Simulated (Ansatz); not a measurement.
For GeSe2 (Fdd2, No. 43; structure not from a measured cell), LDA (plane waves, PAW; Ansatz, a quantum-chemistry and plane-wave program) gives:

- equilibrium volume per atom = 27.33 Å³/atom
- band gap at the PBEsol cell = 1.31 eV

Q: What does PBEsol (PAW; Ansatz) give for the same quantities?

A: 
- equilibrium volume per atom: 28.89 Å³/atom (grows by 5.7 %)
- band gap at the PBEsol cell: 1.40 eV (increases by 0.09 eV)

Changes are worked out from the printed values.

Unless a cell is named, each level is at its own relaxed cell (LDA 27.33, PBEsol 28.89 Å³/atom).

Levels without +SOC have no spin–orbit coupling; where heavier elements are present it shifts gaps, mostly down, and can invert bands. Density-functional gaps are differences of (generalised) Kohn–Sham levels.

Caveats: the relaxation could not lower the start's symmetry, so the cell can be a saddle point above a distorted one (LDA, PBEsol). Ansatz's density-functional and Hartree–Fock values are scalar-relativistic unless marked +SOC, with PAW data made under PBE.
